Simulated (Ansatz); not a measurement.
Start from PbS (space group P6_3/mmc, No. 194; a hypothetical phase, not in the database extracts checked).

```xyz
4
Lattice="5.0012 0.0000 0.0000 -2.5006 4.3312 0.0000 0.0000 0.0000 5.9825" Properties=species:S:1:pos:R:3 pbc="T T T"
Pb     2.5006     1.4437     1.4956
Pb     0.0000     2.8875     4.4868
S      2.5006     1.4437     4.4868
S      0.0000     2.8875     1.4956
```

Calculations: r2SCAN/PAW in Ansatz (a quantum-chemistry and plane-wave program), no spin-orbit coupling.

Base values:

```
Property                  Result
-------------------  -----------
Lattice parameter a      5.001 Å
Gap character        direct at H
Band gap                 1.73 eV
```

Now apply this change: a hydrostatic pressure of 1.5 GPa.

**Question.** What happens to the lattice parameter a, gap character and band gap?

**Answer.** The lattice parameter a decreases by 0.0547 Å, from 5.001 Å to 4.947 Å; the gap character is still direct at H; the band gap shrinks by 0.05 eV to 1.68 eV.

Spin-orbit coupling, missing from the scalar runs, can matter with Pb. Load acts through the strain it causes; cell and atoms are relaxed under it. Whether these cells are dynamically stable was not tested. The base started in P6_3mc and relaxed to P6_3/mmc at this level.
